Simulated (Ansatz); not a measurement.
A self-consistent single point of RbBr (Fm-3m, 2 atoms in the cell) with Ansatz (a first-principles code).

Level of theory: PBE with spin-orbit coupling (plane waves, PAW; Ansatz).

```
CELL_PARAMETERS angstrom
      0.00000     3.42312     3.42312
      3.42312     0.00000     3.42312
      3.42312     3.42312     0.00000
ATOMIC_POSITIONS crystal
  Rb 0.00000 0.00000 0.00000
  Br 0.50000 0.50000 0.50000
```

Reference input (self-consistent single point, DFT, PBE, plane waves, default PAW files): basis.ecutwfc = 420 eV; kpoints.mp_grid.grid = 7 7 7; hamiltonian.xc = pbe; hamiltonian.pseudopotentials = {kind: paw} (the program's default PAW files); scf.occupations.method = fermi_dirac; scf.occupations.width = 0.05 eV. This run's input differs from it in these lines:

Ansatz 0.2 input:
```diff
@@ -16,2 +16,5 @@
   pseudopotentials: { kind: paw }
+magnetization:
+  noncollinear: true
+  spin_orbit: true
 scf:
```

Log, with long lists cut:

```
SCF iter   1: F=—  HF=-6055.432290 eV  |F-HF|=—  |Δ(HF+E_count)|=         —  Δρ=2.86e-2  dr2=1.27e0  dr2_m=0.00e0 (ungated)  ethr=3.10e-3  |M|=0.00e0 ∫|m|=0.00e0 μB  |m|>n=0.0e0 m-floor=0.0e0 τ_xc=0.0e0  β_m=0.30  ⟨swp⟩=10.2  Hψ=1563  notcnv=0
all-band conjugate gradients solve this SCF's bands
preconditioner: auto → none
   [... lines left out ...]
SCF iter   6: F=—  HF=-6054.923114 eV  |F-HF|=—  |Δ(HF+E_count)|=   5.17e-5  Δρ=1.36e-5  dr2=1.29e-7  dr2_m=0.00e0 (ungated)  ethr=6.80e-8  |M|=0.00e0 ∫|m|=0.00e0 μB  |m|>n=0.0e0 m-floor=0.0e0 τ_xc=0.0e0  β_m=0.89  ⟨swp⟩=2.1  Hψ=375  notcnv=0  defer=78
SCF iter   7: F=-6054.923115 eV  HF=-6054.923115 eV  |F-HF|=1.30e-9  |Δ(HF+E_count)|=   1.49e-7  Δρ=1.73e-6  dr2=3.77e-9  dr2_m=0.00e0 (ungated)  ethr=6.25e-10  |M|=0.00e0 ∫|m|=0.00e0 μB  |m|>n=0.0e0 m-floor=0.0e0 τ_xc=0.0e0  ⟨swp⟩=13.3  Hψ=1612  notcnv=0
SCF 1 converged in 7 iterations: F = -6054.923115 eV  dr2 = 3.77e-9
Magnetization: |M| = 0.0000 μB,  M = (+0.0000, +0.0000, +0.0000) μB
Absolute magnetization: 0.0000 μB (∫|m|)
  site 0: m = (+0.0000, +0.0000, +0.0000) μB, |m| = 0.0000 μB  (R = 1.41 Å)
  site 1: m = (+0.0000, +0.0000, +0.0000) μB, |m| = 0.0000 μB  (R = 1.41 Å)
Free energy (F): -6054.923115 eV
Internal energy: -6054.923115 eV  (E = F + TS)
E sigma→0 (E₀):  -6054.923115 eV
Fermi energy:    3.568043 eV
--- Forces (eV/Å), atoms counted from 1 ---
  atom   1  Rb    -0.00000000     0.00000000     0.00000000
  atom   2  Br     0.00000000    -0.00000000     0.00000000
--- Stress (GPa, compression-positive) ---
        1.058225       0.000000       0.000000
        0.000000       1.058225       0.000000
        0.000000       0.000000       1.058225
  P = ⅓ Tr σ = 1.0582 GPa (10.582 kbar)
  The stress holds the Pulay correction. Without it, at fixed plane waves, as pw.x and ABINIT print it: P = 1.0536 GPa
```

The run converged in 7 iterations. Against the reference run the pressure stays at 1.06 GPa and the gap on the mesh goes from 4.374 to 4.212 eV.

The starting cell comes from a database of computed structures (which also holds hypothetical and non-ambient phases and stackings), without a prior relaxation at this level. Its lattice was rescaled by a random factor within 2.5 % of one. Ansatz's pressure includes its estimate of the finite-basis (Pulay) stress.
